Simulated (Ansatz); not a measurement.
For CdZnS₂ (P3m1, No. 156, 4 atoms in the cell; start mp-1215475), LDA (PAW; Ansatz, a first-principles code) gives:

- equilibrium lattice constant a = 3.886 Å
- lattice parameter c = 6.456 Å
- bulk modulus = 73.7 GPa
- cohesive energy = 3.49 eV/atom
- band gap = 1.30 eV

What does PBEsol (Ansatz, PAW) give for the same quantities?


- lattice constant a: 3.934 Å (rises by 1.2 %)
- lattice parameter c: 6.525 Å (rises by 1.1 %)
- bulk modulus: 66.9 GPa (decreases by 9.2 %)
- cohesive energy: 3.08 eV/atom (drops by 0.41 eV/atom)
- band gap: 1.33 eV (increases by 0.03 eV)

Changes are worked out from the printed values.

Unless a cell is named, each level is at its own relaxed cell (LDA 21.10, PBEsol 21.86 Å³/atom).

Spin–orbit coupling is included only where a level's name says +SOC; with heavier elements it mostly lowers gaps and can invert bands. Density-functional gaps are differences of (generalised) Kohn–Sham levels.

Caveats: the bulk modulus is −V dP/dV from two relaxed cells at ±2 % in volume (LDA, PBEsol); the relaxation could not lower the start's symmetry, so the cell can be a saddle point above a distorted one (LDA, PBEsol). Ansatz's density-functional and Hartree–Fock values are scalar-relativistic unless marked +SOC, with PAW data made under PBE.

A start named mp-… is a Materials Project structure, which need not be a measured phase.
